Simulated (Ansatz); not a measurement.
All values below come from PBE (plane waves to 420 eV, PAW; Ansatz, a quantum-chemistry and plane-wave program).

Electrostatic potential energy of an electron, averaged over planes parallel to the surface, in eV from the Fermi level, for the (110) surface of diamond in its 1x1 cell, relaxed from an ideal cut (the real face may reconstruct), outermost plane spacing 1.26 Å in the ideal cut, from a spin-polarised start:

(z (Å), V (eV)): (4.01, 5.38); (4.30, 5.38); (4.58, 5.38); (4.87, 5.38); (5.16, 5.38); (5.44, 5.37); (5.73, 5.36); (6.02, 5.33); (6.30, 5.27); (6.59, 5.12); (6.88, 4.77); (7.16, 3.92); (7.45, 1.86); (7.73, -3.69); (8.02, -12.32); (8.31, -15.65); (8.59, -11.76); (8.88, -11.21); (9.17, -16.25); (9.45, -15.47); (9.74, -8.61); (10.03, -6.20); (10.31, -12.64); (10.60, -16.95); (10.89, -12.69); (11.17, -6.73); (11.46, -10.10); (11.74, -16.39); (12.03, -15.28); (12.32, -8.48); (12.60, -7.49); (12.89, -14.23); (13.18, -16.92); (13.46, -11.39); (13.75, -6.47); (14.04, -11.39); (14.32, -16.92); (14.61, -14.23); (14.90, -7.49); (15.18, -8.48); (15.47, -15.28); (15.76, -16.39); (16.04, -10.10); (16.33, -6.73); (16.61, -12.69); (16.90, -16.95); (17.19, -12.64); (17.47, -6.20); (17.76, -8.61); (18.05, -15.47); (18.33, -16.25); (18.62, -11.21); (18.91, -11.76); (19.19, -15.65); (19.48, -12.32); (19.77, -3.69); (20.05, 1.86); (20.34, 3.92); (20.62, 4.77); (20.91, 5.12); (21.20, 5.27); (21.48, 5.33); (21.77, 5.36); (22.06, 5.37); (22.34, 5.38); (22.63, 5.38); (22.92, 5.38); (23.20, 5.38); (23.49, 5.38)

Slab: 20 atoms, 11.4 Å thick at the start; k 10x7x1, smearing 0.025 eV, dipole-corrected; all atoms relaxed; held to the start's symmetry, so lower structures may exist; spin-polarised from one start with parallel moments (other orders not tried), no spin-orbit, no U. The slab shows no gap over 0.04 eV on its mesh. The starting moment vanished.

The vacuum level lies 5.38 eV above the Fermi level over the top face and 5.38 eV above it under the bottom face.
